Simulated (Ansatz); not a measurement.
Base system: Au in the fcc (Cu type) structure (space group Fm-3m, No. 225; relaxed with 0.1 eV smearing).

```yaml
crystal:
  lattice:
    - [0.00000, 2.02383, 2.02383]
    - [2.02383, 0.00000, 2.02383]
    - [2.02383, 2.02383, 0.00000]
  atoms:
    - { symbol: Au, position: [0.00000, 0.00000, 0.00000] }
```

Cartesian axes are those of the cell as printed.

Level of theory: LDA (Ansatz, a quantum-chemistry and plane-wave program, PAW, spin-orbit coupling left out).

Base values:

* **Volume per atom**: 16.58 Å³
* **Pressure**: 0.0 GPa

Now apply this change: biaxial strain −2.08 %, plane normal [111], relaxed out of plane (Cartesian); in-plane vectors clamped, the third vector and the atoms free.

**Question.** What happens to the volume per atom?

**Answer.** The volume per atom decreases by 0.21 Å³, from 16.58 Å³ to 16.37 Å³.

**Question.** How does this affect the pressure?

**Answer.** The pressure (mean of the normal stresses, compression positive) goes from zero to 3.0 GPa.

**Question.** Estimate the effect on the energy relative to the base.

**Answer.** The energy grows by 9.5 meV/atom.

Whether these cells are dynamically stable was not tested.
